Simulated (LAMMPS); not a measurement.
Atomistic model of a symmetric tilt boundary about [001] in Si (diamond structure), boundary plane (650) of one grain on (6-50) of the other.

Computed with classical force field (static), pair style meam/spline, file Si_2.meam.spline (LAMMPS).

```
Quantity                                                               Value
------------------------------------  --------------------------------------
boundary energy (lowest found)                                    0.508 J/m²
excess volume                                                        -0.31 Å
Σ                                                                         61
rotation about the axis                                              79.61 °
disorientation (full cubic symmetry)                                 10.39 °
largest excess energy of an atom                                     0.31 eV
lattice constant at 0 K                                              5.431 Å
cost                                  about 20 core-minutes (a rough figure)
```

Potential: file Si_2.meam.spline of the LAMMPS distribution; its header cites Du, Lenosky, Hennig, Goedecker, Wilkins, Phys Stat Sol, 248, 2050 (2011).
